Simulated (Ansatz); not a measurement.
This concerns the formation energy of SnSe2 (CdI2 type, P-3m1) from the elements. Reaction: Sn (white tin) + 2 Se (P3₁21) → SnSe2 (CdI2 type). A negative value means that the right-hand side lies lower. The value is per atom of the solid.

SnSe2 (CdI2 type, P-3m1), 3 atoms in the cell. Conventional cell: a = b = 3.8401 Å, c = 6.0040 Å, α = β = 90.00°, γ = 120.00°.

Ansatz (a first-principles code) with PAW potentials; structures come from PBE+D3(BJ) relaxations, nuclei static, no net charge. Ansatz runs with its PAW set soft_1. Other levels take these structures. HSE06 runs on coarser k-point meshes, mended by the PBE difference between the two meshes. Some cells are metallic or hold partly filled levels, where a hybrid on a coarse mesh is less sure. The lattices are those relaxed with PBE+D3(BJ), so at other levels the solids can be strained, which adds to the spread. A dispersion term (D3(BJ), or D4 for r2SCAN) was computed beside these levels and is taken off wherever the name lacks it. Space groups of crystals are read within 0.01 Å. Spin-orbit coupling is left out.

Measured enthalpy at 298 K, from tabulated formation enthalpies: -0.43 eV/atom (as tabulated in Zhang and co-workers, 2018, doi:10.1038/s41524-018-0065-z). It holds thermal and zero-point parts that the computed values lack, which would shift all levels alike, taken here as about 0.04 eV/atom at most.

Question: Which of the levels (PBE, LDA, PBEsol, RPBE, r2SCAN, HSE06) reproduces the measured value best, and by how much do the others miss?

Answer: 
```
Level   computed (eV/atom)  computed less measured
------  ------------------  ----------------------
HSE06                -0.46                   -0.03
r2SCAN               -0.48                   -0.05
RPBE                 -0.37                    0.06
PBE                  -0.36                    0.07
PBEsol               -0.34                    0.09
LDA                  -0.33                    0.10
```

HSE06 comes closest as the numbers stand, but a common shift within 0.04 eV/atom could hand that to r2SCAN or RPBE; LDA misses by 0.10 eV/atom.
